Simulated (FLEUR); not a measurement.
**How far to go with the basis cutoff: Ca (Fm-3m, 1 atom in the cell)**

```xyz
1
Lattice="0.0000 2.7984 2.7984 2.7984 0.0000 2.7984 2.7984 2.7984 0.0000" Properties=species:S:1:pos:R:3 pbc="T T T"
Ca     0.0000     0.0000     0.0000
```

Computed with PBEsol, all-electron FLAPW (FLEUR), scalar-relativistic valence.

Base settings: Kmax = 4 1/bohr; GmaxXC = 20 1/bohr; xcFunctional = PBEs; jspins = 1; l_soc = F; mode = hist; fermiSmearingEnergy = 0.00367493 Htr; mesh (inpgen div1-3) = 4 4 4; inpgen gamma flag = true; Gmax = 20 1/bohr.

Moved along: Gmax, GmaxXC.

The second cell is the first with its lattice scaled by 0.98.

The mesh stays at the base's, so the ladder's end is converged at best in this setting alone.

Only quantities that move along the ladder and can be compared are tabulated.

The starting cell has typed, rounded lattice constants, without a prior relaxation at this level. Its lattice was rescaled by up to half a per cent. Values depend on the basis (sphere radii, cutoffs, local orbitals), which need not be converged.

Steps (Kmax): 2.37 1/bohr; 2.53 1/bohr; 2.68 1/bohr; 2.83 1/bohr; 2.97 1/bohr; 3.1 1/bohr; 3.35 1/bohr; 3.58 1/bohr; 3.79 1/bohr; 4 1/bohr; 4.2 1/bohr; 4.38 1/bohr; 4.65 1/bohr; 4.9 1/bohr; 5.29 1/bohr.

Q: What is the coarsest Kmax that holds the free energy within 5 meV/atom of the last step, with all finer ones?

A: 3.35 1/bohr; the step before is off by 11 meV/atom.

Q: What is the coarsest Kmax that holds the energy of the compressed cell less the first within 2 meV/atom of the last step, with all finer ones?

A: 2.68 1/bohr; the step before is off by 9.7 meV/atom.

| Kmax | free energy less the last step's (meV/atom) | energy of the compressed cell less the first (meV/atom) |
|---|---|---|
| 2.37 1/bohr | 221.54 | -16.23 |
| 2.53 1/bohr | 125.23 | -19.66 |
| 2.68 1/bohr | 61.55 | -9.43 |
| 2.83 1/bohr | 32.64 | -10.19 |
| 2.97 1/bohr | 18.65 | -9.34 |
| 3.1 1/bohr | 10.71 | -9.49 |
| 3.35 1/bohr | 3.57 | -9.96 |
| 3.58 1/bohr | 1.29 | -9.96 |
| 3.79 1/bohr | 0.50 | -9.92 |
| 4 1/bohr | 0.21 | -9.93 |
| 4.2 1/bohr | 0.09 | -9.92 |
| 4.38 1/bohr | 0.05 | -9.92 |
| 4.65 1/bohr | 0.02 | -9.92 |
| 4.9 1/bohr | 0.01 | -9.92 |
| 5.29 1/bohr | 0.00 | -9.93 |

The energy difference between the two cells stays within 1 meV/atom of the last step's from 2.68 1/bohr on, the total only from 3.79 1/bohr on: much of the error is common to both cells and cancels.
